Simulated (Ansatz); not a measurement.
Electronic density of states of amorphous hafnium silicate (Hf9Si21O60), density 4.31 g/cm³, on a 2×2×2 Γ-centred mesh with a Gaussian width of 0.1 eV; energies count from the Fermi level, whose place inside the gap is arbitrary. Cell and mesh are small, so fine structure isn't converged. The numbers are results of PBE, scalar-relativistic without spin-orbit coupling (plane waves to 420 eV, PAW; Ansatz, an electronic-structure program), not measurements. Sampling: a 2×2×2 Γ-centred mesh; Fermi-Dirac width 0.02 eV; no spin polarisation. At PBE the levels at the filled edge of the gap are localised (band-tail or defect states), and the nearest spread-out levels lie 4.5 eV apart at the zone centre.

It comes from a melt-quench run on a machine-learned potential (CHGNet), relaxed afterwards by DFT. O atoms were pushed apart under 1.9 Å during the dynamics, to hinder bonds among them. The hot cell started wider than the set density and was brought back towards it in steps. It is the lowest in DFT energy of 4 quenches. It is a model cell: composition and starting density were chosen by hand, and all elements were melted together. No dispersion term was used. Its density started from a set value of 4.32 and ended at 4.31 g/cm³. The quench (nominally 300 K/ps over its main leg) was far faster than any real one, so the model tends to hold more defects than a real film. One small periodic cell is one sample of the glass; other quenches scatter about these values. The volume was held where the preparation left it, at a PBE pressure of 1.2 GPa. Stress components on the final sampling reach 2.3 GPa.

```
E - EF (eV)  states/(eV atom)
-----------  ----------------
-12.00                   0.84
-11.90                   0.27
-11.80                   0.02
-11.70                   0.00
-11.60                   0.00
-11.50                   0.00
-11.40                   0.00
-11.30                   0.00
-11.20                   0.01
-11.10                   0.06
-11.00                   0.13
-10.90                   0.16
-10.80                   0.17
-10.70                   0.11
-10.60                   0.10
-10.50                   0.12
-10.40                   0.07
-10.30                   0.09
-10.20                   0.12
-10.10                   0.16
-10.00                   0.17
-9.90                    0.15
-9.80                    0.16
-9.70                    0.17
-9.60                    0.13
-9.50                    0.14
-9.40                    0.16
-9.30                    0.18
-9.20                    0.15
-9.10                    0.12
-9.00                    0.10
-8.90                    0.11
-8.80                    0.12
-8.70                    0.15
-8.60                    0.18
-8.50                    0.16
-8.40                    0.15
-8.30                    0.18
-8.20                    0.21
-8.10                    0.20
-8.00                    0.24
-7.90                    0.31
-7.80                    0.33
-7.70                    0.36
-7.60                    0.39
-7.50                    0.41
-7.40                    0.40
-7.30                    0.32
-7.20                    0.28
-7.10                    0.24
-7.00                    0.35
-6.90                    0.46
-6.80                    0.47
-6.70                    0.43
-6.60                    0.49
-6.50                    0.57
-6.40                    0.57
-6.30                    0.46
-6.20                    0.41
-6.10                    0.46
-6.00                    0.44
-5.90                    0.52
-5.80                    0.54
-5.70                    0.55
-5.60                    0.58
-5.50                    0.63
-5.40                    0.60
-5.30                    0.61
-5.20                    0.62
-5.10                    0.65
-5.00                    0.71
-4.90                    0.77
-4.80                    0.77
-4.70                    0.74
-4.60                    0.74
-4.50                    0.74
-4.40                    0.76
-4.30                    0.71
-4.20                    0.71
-4.10                    0.80
-4.00                    0.84
-3.90                    0.82
-3.80                    0.76
-3.70                    0.77
-3.60                    0.86
-3.50                    0.90
-3.40                    0.87
-3.30                    0.85
-3.20                    0.84
-3.10                    0.86
-3.00                    0.88
-2.90                    0.86
-2.80                    0.87
-2.70                    0.86
-2.60                    0.77
-2.50                    0.63
-2.40                    0.46
-2.30                    0.29
-2.20                    0.27
-2.10                    0.17
-2.00                    0.03
-1.90                    0.00
-1.80                    0.00
-1.70                    0.00
-1.60                    0.00
-1.50                    0.00
-1.40                    0.00
-1.30                    0.00
-1.20                    0.00
-1.10                    0.00
-1.00                    0.00
-0.90                    0.00
-0.80                    0.00
-0.70                    0.00
-0.60                    0.00
-0.50                    0.00
-0.40                    0.00
-0.30                    0.00
-0.20                    0.00
-0.10                    0.00
0.00                     0.00
0.10                     0.00
0.20                     0.00
0.30                     0.00
0.40                     0.00
0.50                     0.00
0.60                     0.00
0.70                     0.00
0.80                     0.00
0.90                     0.00
1.00                     0.00
1.10                     0.00
1.20                     0.00
1.30                     0.00
1.40                     0.00
1.50                     0.00
1.60                     0.00
1.70                     0.00
1.80                     0.00
1.90                     0.00
2.00                     0.01
2.10                     0.07
2.20                     0.10
2.30                     0.04
2.40                     0.03
2.50                     0.11
2.60                     0.10
2.70                     0.13
2.80                     0.26
2.90                     0.28
3.00                     0.26
3.10                     0.23
3.20                     0.17
3.30                     0.20
3.40                     0.32
3.50                     0.38
3.60                     0.40
3.70                     0.40
3.80                     0.42
3.90                     0.36
4.00                     0.33
4.10                     0.32
4.20                     0.37
4.30                     0.36
4.40                     0.27
4.50                     0.26
4.60                     0.28
4.70                     0.30
4.80                     0.35
4.90                     0.38
5.00                     0.34
5.10                     0.28
5.20                     0.30
5.30                     0.31
5.40                     0.29
5.50                     0.34
5.60                     0.38
5.70                     0.41
5.80                     0.35
5.90                     0.32
```

The level gap on this mesh is 4.21 eV; the broadening fills part of it in the curve.
